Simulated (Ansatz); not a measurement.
Base system: BAs in the zinc blende structure (space group F-43m, No. 216; a = 4.784 Å).

Structures relaxed with DFT with r2SCAN, PAW potentials and a 500 eV plane-wave cutoff in Ansatz (an electronic-structure program), spin-orbit coupling left out.

Base:

Simulated powder pattern, Co Kα, λ = 1.79026 Å (kinematic, ideal powder, no thermal factors, no anomalous dispersion; the 14 strongest lines at most, above 2 %, up to 2θ = 90°):

| 2θ (°) | I/Imax (%) | hkl |
|---|---|---|
| 37.82 | 100 | (111) |
| 43.95 | 39 | (200) |
| 63.91 | 39 | (220) |
| 76.72 | 40 | (311) |
| 80.81 | 9.7 | (222) |

After one change:

Simulated powder pattern, Co Kα, λ = 1.79026 Å (kinematic, ideal powder, no thermal factors, no anomalous dispersion; the 14 strongest lines at most, above 2 %, up to 2θ = 90°):

```json
[
 {"2θ (°)": "39.97", "I/Imax (%)": "100"},
 {"2θ (°)": "46.49", "I/Imax (%)": "25"},
 {"2θ (°)": "67.85", "I/Imax (%)": "42"},
 {"2θ (°)": "81.75", "I/Imax (%)": "36"},
 {"2θ (°)": "86.24", "I/Imax (%)": "6.2"}
]
```

Which of these changes matches the shifts?
A. As → Ga
B. B → Be
C. As → P

C, As → P. Its volume per atom is 11.67 Å³ against 13.69 Å³, and its space group is F-43m (No. 216).

No phonon test of stability was made. As relaxed here, BeAs and GaB are hypothetical phases, not in the database extracts checked. The final runs are not spin-polarised. An odd electron count without spin: BeAs.
